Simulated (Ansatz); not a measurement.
Input and output of a self-consistent single point for CaI2 (P3m1, 3 atoms in the cell) (Ansatz, a quantum-chemistry and plane-wave program).

Method: LDA (PW92), default PAW files made with PBE (plane waves; Ansatz).

The change in words: 1 x 1 x 1 supercell, one I atom moved by 0.02 angstrom along z; scf.occupations.method: fixed → fermi_dirac; scf.occupations.width: default → 0.05 eV. Reference geometry:
```
CELL_PARAMETERS angstrom
      4.55161     0.00000     0.00000
     -2.27581     3.94181     0.00000
      0.00000     0.00000     7.24588
ATOMIC_POSITIONS crystal
  Ca 0.00000 0.00000 0.00000
  I  0.33333 0.66667 0.24430
  I  0.66667 0.33333 0.75570
```

Reference input (self-consistent single point, DFT, LDA (PW92), plane waves, default PAW files made with PBE): basis.ecutwfc = 420 eV; kpoints.mp_grid.grid = 6 6 4; hamiltonian.xc = lda; hamiltonian.pseudopotentials = {kind: paw} (the program's default PAW files); scf.occupations.method = fixed. This run's input differs from it in these lines:

```diff
@@ -7,3 +7,3 @@
     - { symbol: Ca, position: [0.000000, 0.000000, 0.000000] }
-    - { symbol: I, position: [0.333333, 0.666667, 0.244300] }
+    - { symbol: I, position: [0.333333, 0.666667, 0.247060] }
     - { symbol: I, position: [0.666667, 0.333333, 0.755700] }
@@ -20,3 +20,4 @@
   occupations:
-    method: fixed
+    method: fermi_dirac
+    width: 0.05
 output:
```

Log, with long lists cut:

```
SCF iter   1: F=—  HF=-16489.134058 eV  |F-HF|=—  |Δ(HF+E_count)|=         —  Δρ=3.92e-3  dr2=8.84e-3  ethr=1.77e-3  ⟨swp⟩=9.8  Hψ=3874  notcnv=0
all-band conjugate gradients solve this SCF's bands
preconditioner: auto → Resta (q_TF=auto, 2.278 Å⁻¹)
SCF iter   2: F=—  HF=-16489.133017 eV  |F-HF|=—  |Δ(HF+E_count)|=   1.04e-3  Δρ=2.20e-3  dr2=4.14e-3  ethr=2.01e-5  ⟨swp⟩=2.2  Hψ=1062  notcnv=0  defer=22
   [... lines left out ...]
SCF iter   4: F=—  HF=-16489.132605 eV  |F-HF|=—  |Δ(HF+E_count)|=   3.29e-5  Δρ=1.50e-4  dr2=7.31e-5  ethr=1.25e-6  ⟨swp⟩=2.0  Hψ=1152  notcnv=0  defer=22
SCF iter   5: F=—  HF=-16489.132599 eV  |F-HF|=—  |Δ(HF+E_count)|=   5.66e-6  Δρ=5.42e-5  dr2=1.37e-5  ethr=1.66e-7  ⟨swp⟩=2.0  Hψ=749  notcnv=0  defer=22
SCF iter   6: F=—  HF=-16489.132598 eV  |F-HF|=—  |Δ(HF+E_count)|=   1.80e-6  Δρ=1.32e-5  dr2=4.56e-7  ethr=3.10e-8  ⟨swp⟩=2.0  Hψ=768  notcnv=0  defer=22
SCF iter   7: F=-16489.132598 eV  HF=-16489.132598 eV  |F-HF|=2.18e-8  |Δ(HF+E_count)|=   3.64e-8  Δρ=5.02e-6  dr2=4.11e-8  ethr=2.27e-10  ⟨swp⟩=10.4  Hψ=3134  notcnv=0
SCF 1 converged in 7 iterations: F = -16489.132598 eV  dr2 = 4.11e-8
Free energy (F): -16489.132598 eV
Internal energy: -16489.132598 eV  (E = F + TS)
E sigma→0 (E₀):  -16489.132598 eV
Fermi energy:    4.845074 eV
--- Forces (eV/Å), atoms counted from 1 ---
  atom   1  Ca    -0.00000000     0.00000000     0.04425318
  atom   2  I      0.00000000    -0.00000000    -0.36344490
  atom   3  I     -0.00000000     0.00000000     0.31918483
--- Stress (GPa, compression-positive) ---
       -2.496670       0.000000       0.000000
        0.000000      -2.496670      -0.000000
        0.000000      -0.000000      -2.253084
  P = ⅓ Tr σ = -2.4155 GPa (-24.155 kbar)
  The stress holds the Pulay correction. Without it, at fixed plane waves, as pw.x and ABINIT print it: P = -2.4350 GPa
```

The run converged in 7 iterations. Against the reference run the free energy goes up by 2.2 meV/atom, the pressure hardly changes (-2.32 to -2.42 GPa), the largest force goes from 0.311 to 0.363 eV/Å and the gap on the mesh moves little (3.487 to 3.479 eV).

The starting cell comes from a database of computed structures (which also holds hypothetical and non-ambient phases and stackings), without a prior relaxation at this level. Its lattice was rescaled by up to half a per cent. For this run, on top of that: 1 x 1 x 1 supercell, one I atom moved by 0.02 angstrom along z. Spin-orbit coupling is off. Ansatz's pressure includes its estimate of the finite-basis (Pulay) stress.

Keys are those of Ansatz 0.2.
